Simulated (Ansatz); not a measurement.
The starting structures come from a database of crystals and need not be the phases stable at ambient conditions.

## Evanescent states of SrGaSnH (P3m1, not sure to be the ambient phase, 4 atoms a cell, 22.5 Å³ an atom) along the normal of (100)

Method: r2SCAN (plane waves, PAW; Ansatz, a program for electronic structure).

The gap is the functional's own, uncorrected, and κ follows it; spin-orbit coupling is left out. Mid-gap values are interpolated between the computed energies.

Energies count from the valence-band top; κ is the least over a 8×6 mesh across the current.

```tsv
E (eV)	κ (1/Å)	where
0.03	0.015	off Γ
0.09	0.025	off Γ
0.15	0.031	off Γ
0.21	0.035	off Γ
0.27	0.038	off Γ
0.33	0.039	off Γ
0.39	0.040	off Γ
0.45	0.040	off Γ
0.51	0.038	off Γ
0.57	0.035	off Γ
0.63	0.031	off Γ
0.69	0.025	off Γ
```

Question: How thick must the barrier be to attenuate the transmission by 10^4 when the electrodes' Fermi level lies at 0.33 eV, and what attenuation does that film give at 0.27 eV?

Answer: d = 4 ln 10 / (2 × 0.039) = 118.1 Å. At 0.27 eV it gives 4 × 0.038/0.039 = 3.9 decades.
